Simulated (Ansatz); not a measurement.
The parent structure is GaCuSe₂ in the chalcopyrite structure (space group I-42d, No. 122; a = 5.672 Å, c = 11.263 Å). Axes: x, y, z lie along a, b, c of the conventional cell.

All numbers come from Kohn–Sham DFT with the PBE functional, run in Ansatz (a program for electronic structure) with PAW and 420 eV plane waves, without spin-orbit coupling.

For the base:

```
Item                            Result
-----------------------------  -------
Pressure                       0.0 GPa
Shortest interatomic distance  2.430 Å
Band gap                          zero
```

The change: the cell is stretched by 2.25 % along z with no lateral relaxation; the atoms relax in the strained cell.

Question: What happens to the energy relative to the base, pressure, shortest interatomic distance and band gap?

Answer: The energy increases by 2.9 meV/atom; the pressure (mean of the normal stresses, compression positive) goes from zero to -1.3 GPa; the shortest interatomic distance rises by 0.018 Å, from 2.430 Å to 2.448 Å; the band gap is still zero.

Whether these cells are dynamically stable was not tested. The final runs are not spin-polarised. Gaps under 0.05 eV, about the width of the smearing, are given as zero. The zero or small gap of GaCuSe2 can change with the level of theory.
